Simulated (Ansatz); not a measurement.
The cell is made up: elements placed on another compound's structure type, so the phase may be hypothetical.

Consider the following.

```xyz
10
Lattice="5.8549 0.0000 0.0000 0.0000 8.0960 0.0000 2.9274 4.0480 2.9296" Properties=species:S:1:pos:R:3 pbc="T T T"
La     3.0494     4.0480     1.4648
La     2.8055     8.0960     1.4648
Hf     5.8549     6.0720     1.5556
Hf     5.8549     2.0240     1.3740
N      4.3911     2.5346     0.0000
N      1.4637     1.5134     0.0000
O      6.4826     4.0480     1.4648
O      5.2271     8.0960     1.4648
O      4.3911    10.5814     2.9296
O      4.3911     5.6106     0.0000
```

Space group of this cell: I2_12_12_1. The cell was relaxed by PBE-D3(BJ).

Transport runs along the normal of the first two printed cell vectors.

No gap correction and no spin-orbit coupling; mid-gap values are interpolated between computed energies.

Q: Predict the band gap and the smallest decay constant κ at mid-gap from Ansatz (a quantum-chemistry and plane-wave program) with r2SCAN.

A: Gap 2.89 eV on a 10×10×10 mesh; κ = 0.292 1/Å, at the zone centre.
